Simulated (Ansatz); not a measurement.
Ir under a change: pressure −2 GPa

Base system: Ir in the fcc (Cu type) structure (space group Fm-3m, No. 225; a = 3.830 Å).

The change: a negative pressure, −2 GPa.

Calculations: PBEsol in Ansatz (plane waves to 420 eV, PAW, scalar-relativistic without spin-orbit coupling). Settings: 21×21×21 k-points, 0.05 eV Fermi–Dirac smearing.

The volume per atom grows by 0.074 Å³ to 14.13 Å³ and the density shrinks by 0.12 g/cm³ (22.72 g/cm³ → 22.60 g/cm³). The lattice parameter a goes up by 0.007 Å (3.830 Å → 3.837 Å) and the shortest interatomic distance increases by 0.0048 Å to 2.713 Å. The band gap stays zero.

Cost of the whole job for the changed cell (relaxation, final SCF and bands): very roughly 10 core-seconds.

Load acts through the strain it causes; cell and atoms are relaxed under it. Stability against distortions was not tested. The final runs are not spin-polarised.

Ansatz is an electronic-structure program.
